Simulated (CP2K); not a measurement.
Band structure of SnO2 (R-3m, 3 atoms in the cell).

```
CELL_PARAMETERS angstrom
      5.15096     0.00000     0.00000
      4.13561     3.07068     0.00000
      4.13561     1.36747     2.74938
ATOMIC_POSITIONS crystal
  Sn 0.50000 0.50000 0.50000
  O  0.23717 0.23717 0.23717
  O  0.76283 0.76283 0.76283
```

Method of the run: LDA (Pade form), GPW, DZVP-MOLOPT-SR-GTH basis, GTH-PADE potentials (GTH_POTENTIALS) run with CP2K.

Settings: CUTOFF = 450 Ry; REL_CUTOFF = 60 Ry; SMEAR/METHOD = FERMI_DIRAC; ELECTRONIC_TEMPERATURE = 116.05 K; KPOINTS/SCHEME = MONKHORST-PACK 12 12 12; GAMMA_CENTERED = T; XC_FUNCTIONAL = PADE; Sn/BASIS_SET = DZVP-MOLOPT-SR-GTH; Sn/POTENTIAL = GTH-PADE-q4; O/BASIS_SET = DZVP-MOLOPT-SR-GTH; O/POTENTIAL = GTH-PADE-q6; METHOD = GPW; EPS_DEFAULT = 1e-11; EXTRAPOLATION = USE_GUESS.

The starting cell comes from a database of computed structures (which also holds hypothetical and non-ambient phases and stackings), without a prior relaxation at this level. Values carry the incompleteness of an atom-centred basis.

Task: Predict the gap along the standard path and the places of the band edges.

Result: The gap along the path is 1.56 eV, from a point between Γ and X|Q to Γ; the smallest direct gap on it is 1.62 eV.

Levels in eV from the top of the valence band on the SCF mesh, bands 5 to 9:
| point | 5 | 6 | 7 | 8 | 9 |
|---|---|---|---|---|---|
| Γ | -1.37 | -1.31 | -1.31 | -0.06 | 1.56 |
| L | -3.20 | -1.54 | -0.93 | -0.78 | 4.94 |
| Z | -1.43 | -1.26 | -1.26 | -1.25 | 2.83 |
| F | -3.29 | -1.20 | -0.79 | -0.22 | 4.65 |
| P1 | -3.25 | -1.24 | -0.83 | -0.40 | 4.72 |
| P | -3.25 | -1.24 | -0.83 | -0.40 | 4.72 |

Higher empty bands are left out: an atom-centred basis made for the valence describes them poorly.
